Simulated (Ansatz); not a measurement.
What uniaxial strain ε_zz = +2.50 % does to ZrSe2

Start from ZrSe$_{2}$ in the CdI2 type structure (space group P-3m1, No. 164; a = 3.660 Å, c = 5.841 Å; layered, stacked along the Cartesian z axis; relaxed with 0.1 eV smearing). Axes: x lies along a and z along c of the hexagonal cell.

The change: uniaxial strain ε_zz = +2.50 %, all other strain components held at zero; the atoms relax in the strained cell.

The values are results of PBEsol-D3(BJ) (Ansatz, a program for electronic structure), spin-orbit coupling left out, not measurements. k-mesh 18×18×10 (Γ-centred); smearing 0.1 eV (Fermi–Dirac).

```csv
quantity,base,changed,shift
volume per atom,22.59 Å³,23.15 Å³,+0.56 Å³
space group,P-3m1 (No. 164),P-3m1 (No. 164),–
shortest interatomic distance,2.655 Å,2.661 Å,+0.0053 Å
energy relative to the base (free energy F),0 meV/atom,+3.2 meV/atom,+3.2 meV/atom
"pressure (mean of the normal stresses, compression positive)",0.0 GPa,-0.8 GPa,-0.8 GPa
band gap,zero,zero,–
"stress (xx, yy, zz, yz, xz, xy; compression positive)",–,"(-0.3, -0.3, -1.7, 0.0, 0.0, 0.0) GPa",–
```

Final structure:

```
CELL_PARAMETERS angstrom
      3.65982     0.00000     0.00000
     -1.82991     3.16950     0.00000
      0.00000     0.00000     5.98727
ATOMIC_POSITIONS crystal
  Zr 0.00000 0.00000 0.00000
  Se 0.33333 0.66667 0.27009
  Se 0.66667 0.33333 0.72991
```

No phonon test of stability was made. The final runs are not spin-polarised. The zero or small gap of ZrSe2 can change with the level of theory.
